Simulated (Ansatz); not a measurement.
# Tl: energy against strain

Tl (hcp, P6_3/mmc, 31.476 Å³/atom at rest, c along z) under an equal strain ε in the (0001) plane with the normal axis free, as in a coherent film. PBE in Ansatz, a plane-wave DFT program (PAW, default set), 420 eV, 18×18×11 Γ-centred mesh, Fermi-Dirac smearing 0.10 eV; ions are relaxed within the symmetry of each cell.

Here s stands for strain and y for E less E0.

| strain (%) | E less E0 (meV/atom) |
|---|---|
| -3.00 | ? |
| -1.50 | 1.38 |
| -1.00 | 0.66 |
| -0.50 | 0.19 |
| 0.00 | 0.00 |
| 0.50 | 0.14 |
| 1.00 | 0.65 |
| 1.50 | 1.54 |

### Question
Using a parabola, estimate the missing y at s = -3.00 from the other rows, showing the fit.

### Answer
Least squares gives y = 0.003 + 0.0293·s + 0.6481·s². Residuals (row less fit): -0.037, 0.038, 0.040, -0.003, -0.040, -0.030, 0.035; standard error 0.045 (degrees of freedom: 4). Twice the quadratic coefficient over the volume, 2 × 0.6481 meV × 10⁴ × 0.1602 / 31.476 Å³, is twice the biaxial elastic modulus of this plane = 66 ± 2 GPa. At the withheld row, y = 0.003 + 0.0293 × (-3.0) + 0.6481 × (-3.0)² = 5.748 meV/atom. The calculation gives 5.62 meV/atom, 0.128 meV/atom below the prediction (2.3 % of the range of y in the table). The row lies outside the fitted rows, so this is an extrapolation. From the scatter of the fitted rows alone, a prediction at this place has a standard error of 0.172 meV/atom, so the miss is 0.7 times that.

One order more doesn't follow all runs of the series either: the slope changes along it. In a metal these values are sensitive to mesh and smearing; energies are taken to zero smearing, stresses follow the free energy. Rows are the converged runs of the series near zero and its far end; series whose fitted rows scatter by over a few per cent of the range, as at a crossing or softening among them, aren't shown in this form. Most that stay on the fit to the last digits aren't either.
